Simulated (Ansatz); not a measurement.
The parent structure is HfO2 in the fluorite structure (space group Fm-3m, No. 225; a = 5.098 Å).

The change: every lattice vector is shortened by 1.50 %, atoms relaxed at fixed cell.

Level of theory: DFT with PBE, PAW potentials and a 420 eV plane-wave cutoff in Ansatz (a program for electronic structure), no spin-orbit coupling.

Base, band edges from the VBM (valence, conduction): X 0.00, 3.75; W -0.20, 4.75; L -1.82, 4.55; Γ -0.61, 3.85; K -0.33, 4.27; U -0.33, 4.27 eV.

Task: Give the band edges at the high-symmetry points of the new zone, measured from its valence-band maximum.

Result: 
```tsv
point	valence edge (eV)	conduction edge (eV)
Γ	-0.63	3.94
X	0.00	3.86
U	-0.35	4.41
K	-0.35	4.41
L	-1.87	4.71
W	-0.22	4.92
```

The gap is 3.86 eV, direct at X.

With Hf present, leaving out spin-orbit coupling can change the band edges. The cells carry an imposed strain or load. Stability against distortions was not tested. This is not the structure that HfO2 has at room temperature and ambient pressure.
